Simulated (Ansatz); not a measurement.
## Element substitutions in Si

Consider Si in the diamond structure (space group Fd-3m, No. 227; a = 5.444 Å).

Each row replaces one element on all its sites; cell and atoms are relaxed.

The values are results of r2SCAN/PAW in Ansatz (a first-principles code), no spin-orbit coupling, not measurements.

Candidates:
(a) Si → Ir
(b) Si → P
(c) Si → Al

Before the change:

The lattice parameter a is 544.4 pm.

Problem. Order them by lattice parameter a, lowest first.

Solution. (b) Si → P (542.9 pm), (a) Si → Ir (552.5 pm), (c) Si → Al (602.8 pm)

No phonon test of stability was made. As relaxed here, Ir, P and Al are hypothetical phases, not in the database extracts checked. All final runs are without spin polarisation.
